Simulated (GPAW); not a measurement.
Band structure of LiFeAs (P4/nmm, 6 atoms in the cell).

```
CELL_PARAMETERS angstrom
      3.67266     0.00000     0.00000
      0.00000     3.67266     0.00000
      0.00000     0.00000     6.57666
ATOMIC_POSITIONS crystal
  Li 0.50000 0.00000 0.84347
  Li 0.00000 0.50000 0.15653
  Fe 0.00000 0.00000 0.50000
  Fe 0.50000 0.50000 0.50000
  As 0.50000 0.00000 0.24916
  As 0.00000 0.50000 0.75084
```
Moments meant for the start (each program seeds them in its own way; μB, in the order of the atoms Li Li Fe Fe As As): 0.0 0.0 4.0 4.0 0.0 0.0.

Computed with PBEsol, GPAW PAW datasets PBEsol (made by gpaw-setup) (plane waves; GPAW).

Settings: spinpol = true; mode = pw; ecut = 800 eV; xc = PBEsol; kpts = 5 5 3; mesh shift (steps) = 0 0 0; occupations.name = fermi-dirac; occupations.width = 0.1 eV; nbands = -14; convergence.forces = 0.001 eV/Å; symmetry.symmorphic = false; symmetry.tolerance = 0.0005; maxiter = 120; bandpath_npoints = 40.

The starting cell comes from a database of computed structures (which also holds hypothetical and non-ambient phases and stackings), without a prior relaxation at this level. The magnetic order is the one reached from the typed start; others were not searched systematically.

Levels in eV from the Fermi level, bands 13 to 20 of the first spin channel:
```tsv
point	13	14	15	16	17	18	19	20
Γ	-0.91	-0.91	-0.12	0.08	1.83	1.83	2.70	4.63
X	-1.88	-1.88	-0.78	-0.78	1.39	1.39	4.65	4.65
M	-1.98	-1.98	-1.48	-1.48	-0.29	-0.29	3.03	3.03
Z	-1.27	-0.61	-0.61	-0.12	1.01	1.01	4.22	4.45
R	-1.89	-1.89	0.21	0.21	1.48	1.48	2.30	2.30
A	-2.09	-2.09	-1.48	-1.48	0.21	0.21	4.16	4.16
```

Bands cross the Fermi level along this path, so the cell is metallic at this level.

The net moment of the cell came out as 3.78 μB.
